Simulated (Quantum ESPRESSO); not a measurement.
**Convergence test for MoW (Cmmm, 2 atoms in the cell)**

```
CELL_PARAMETERS angstrom
      1.58086    -2.23653     0.00000
      1.58086     2.23653     0.00000
      0.00000     0.00000     4.49108
ATOMIC_POSITIONS crystal
  Mo 0.00000 0.00000 0.00000
  W  0.50000 0.50000 0.50000
```

Method: PBEsol, GBRV 1.5 ultrasoft (PBESOL) pseudopotentials (plane waves; Quantum ESPRESSO 7.5).

The starting cell comes from a database of computed structures (which also holds hypothetical and non-ambient phases and stackings), without a prior relaxation at this level. Its lattice was rescaled by a random factor within 2.5 % of one. Spin polarisation is off. In the base run, with a pressure of about -8 GPa the cell is away from its equilibrium volume at this level.

Held fixed: occupations = smearing; smearing = gauss; degauss = 0.0073499 Ry; potentials = {Mo: mo_pbesol_v1.uspp.F.UPF, W: w_pbesol_v1.2.uspp.F.UPF}; K_POINTS = automatic 13 13 7 1 1 1; conv_thr = 1e-11 Ry; mixing_beta = 0.4. Moved along with it: ecutrho.

ΔF is the free energy per atom less that of the last row (80 Ry).

The series runs over ecutwfc = 16 Ry; 20 Ry; 24 Ry; 28 Ry; 32 Ry; 36 Ry; 40 Ry; 46 Ry; 52 Ry; 60 Ry; 70 Ry; 80 Ry.

**Question.** From which setting on does the pressure stay within 0.2 GPa of the last one?

**Answer.** From ecutwfc = 52 Ry on; the one before it is off by 1.00 GPa. The value it settles on is -6.7 GPa at this level of theory and with the other settings as held.

| ecutwfc | ΔF (meV/atom) | pressure (GPa) | plane waves | iterations |
|---|---|---|---|---|
| 16 Ry | 4163.3 | -177.76 | 251 | 12 |
| 20 Ry | 887.6 | -50.20 | 334 | 12 |
| 24 Ry | 260.4 | -16.03 | 444 | 12 |
| 28 Ry | 147.3 | -8.61 | 546 | 14 |
| 32 Ry | 113.5 | -8.09 | 672 | 14 |
| 36 Ry | 82.3 | -8.50 | 804 | 14 |
| 40 Ry | 51.1 | -8.50 | 932 | 13 |
| 46 Ry | 18.5 | -7.67 | 1148 | 12 |
| 52 Ry | 6.7 | -6.84 | 1382 | 13 |
| 60 Ry | 5.1 | -6.59 | 1701 | 12 |
| 70 Ry | 2.8 | -6.75 | 2138 | 12 |
| 80 Ry | 0.00 | -6.67 | 2618 | 13 |
